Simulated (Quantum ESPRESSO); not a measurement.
**Sensitivity of a calculation on LaC2 (P1, 3 atoms in the cell) to its settings**

```
CELL_PARAMETERS angstrom
     -1.96700     1.96700     3.28600
      1.96700    -1.96700     3.28600
      1.96700     1.96700    -3.28600
ATOMIC_POSITIONS crystal
  La 0.00232 0.01607 0.00450
  C  0.42346 0.39604 0.01786
  C  0.57422 0.58788 0.97764
```

Base run A: PBEsol, GBRV 1.5 ultrasoft (PBESOL) pseudopotentials in Quantum ESPRESSO, self-consistent single point.

Its settings: ecutwfc = 40 Ry; ecutrho = 200 Ry; occupations = smearing; smearing = gauss; degauss = 0.0036749 Ry; potentials = {La: la_pbesol_v1.uspp.F.UPF, C: c_pbesol_v1.2.uspp.F.UPF}; K_POINTS = automatic 5 5 6 1 1 1; conv_thr = 1e-10 Ry; mixing_beta = 0.5.

The starting cell comes from a database of published, mostly measured structures (it also holds non-ambient and calculated ones), without a prior relaxation at this level. Its atoms were displaced at random from the sites of space group no. 139. In the base run, forces exceed 1 eV/Å.

ΔF is the free energy per atom less that of run A. 

```tsv
run	change	ΔF (meV/atom)	pressure (GPa)	largest force (eV/Å)	k-points
A	base	0.00	0.05	2.216	270
B	degauss: 0.0036749 Ry → 0.0073499 Ry	-0.67	0.05	2.209	270
C	lattice scaled by 1.015	12.0	-5.07	1.043	270
D	conv_thr: 1e-10 Ry → 0.0073 Ry	11.5	-1.24	2.335	270
E	K_POINTS: automatic 5 5 6 1 1 1 → automatic 3 3 4 1 1 1	-10.0	0.11	2.456	60
F	smearing: gauss → mp	0.23	0.05	2.220	270
G	degauss: 0.0036749 Ry → 0.000734986 Ry	0.26	0.05	2.224	270
```

Run C against A: The free energy goes up by 12.0 meV/atom, the pressure goes from 0.05 to -5.07 GPa and the largest force goes from 2.216 to 1.043 eV/Å.

Run E against A: The free energy falls by 10.0 meV/atom, the pressure stays near 0.11 GPa while the zz stress (positive for compression) goes from 4.67 to 5.05 GPa and the largest force goes from 2.216 to 2.456 eV/Å.

Run D against A: The free energy rises by 11.5 meV/atom, the pressure goes from 0.05 to -1.24 GPa and the largest force goes from 2.216 to 2.335 eV/Å.
